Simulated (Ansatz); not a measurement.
Input:

```yaml
crystal:
  lattice:
    - [5.42653, 0.00000, 0.00000]
    - [0.00000, 6.16631, 0.00000]
    - [0.00000, 0.00000, 2.96589]
  atoms:
    - { symbol: As, position: [0.32932, 0.86498, 0.50000] }
    - { symbol: As, position: [0.67068, 0.13502, 0.50000] }
    - { symbol: As, position: [0.82932, 0.63502, 0.00000] }
    - { symbol: As, position: [0.17068, 0.36498, 0.00000] }
    - { symbol: Ru, position: [0.50000, 0.50000, 0.50000] }
    - { symbol: Ru, position: [0.00000, 0.00000, 0.00000] }
```

Calculation: PBEsol, rigid bands (plane waves, PAW, scalar-relativistic; Ansatz, a quantum-chemistry and plane-wave program). Geometry: cell and atoms relaxed with PBEsol.

Task: Predict the electron conductivity mass (n e² τ/σ) at 300 K, by direction if it differs.

Result: 0.51 (x), 2.2 (y), 0.69 (z) mₑ.

Task: And the band gap?

Result: 0.44 eV at this level; semilocal functionals usually fall short of the measured gap.

Rigid bands, one relaxation time for all states, no polarons. Spin-orbit coupling is left out; where it splits the top of the valence band it changes the hole mass and lowers the gap by about a third of the splitting.

Formula and space group known from diffraction (Crystallography Open Database), not checked to be the room-temperature form: RuAs2 (Pnnm).
